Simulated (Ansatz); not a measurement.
Consider Y in the hcp (Mg type) structure (space group P6_3/mmc, No. 194; a = 3.652 Å, c = 5.703 Å; relaxed with 0.1 eV smearing).

Structures relaxed with plane-wave PAW DFT at the PBE level (Ansatz, an electronic-structure program, 420 eV), no spin-orbit coupling.

Base:

Simulated powder pattern, Co Kα, λ = 1.79026 Å (kinematic, ideal powder, no thermal factors, no anomalous dispersion; the 10 strongest lines at most, above 2 %, up to 2θ = 90°):

| 2θ (°) | I/Imax (%) | hkl |
|---|---|---|
| 32.88 | 24 | (100) |
| 36.59 | 24 | (002) |
| 37.76 | 100 | (101) |
| 50.00 | 15 | (102) |
| 58.70 | 19 | (110) |
| 66.65 | 19 | (103) |
| 71.19 | 21 | (112) |
| 71.94 | 16 | (201) |
| 80.67 | 3.9 | (202) |
| 87.05 | 3.3 | (104) |

The change: an isotropic linear strain of −2.00 %, atoms relaxed at fixed cell.

Q: Predict the new powder pattern.

A: 
Simulated powder pattern, Co Kα, λ = 1.79026 Å (kinematic, ideal powder, no thermal factors, no anomalous dispersion; the 10 strongest lines at most, above 2 %, up to 2θ = 90°):

```tsv
2θ (°)	I/Imax (%)	hkl
33.57	24	(100)
37.37	24	(002)
38.56	100	(101)
51.10	15	(102)
60.02	19	(110)
68.19	19	(103)
72.88	21	(112)
73.65	16	(201)
82.67	3.9	(202)
89.29	3.4	(104)
```

The indices refer to the base's conventional cell; one index is shown for lines that coincide.

Whether these cells are dynamically stable was not tested. The final runs are not spin-polarised.
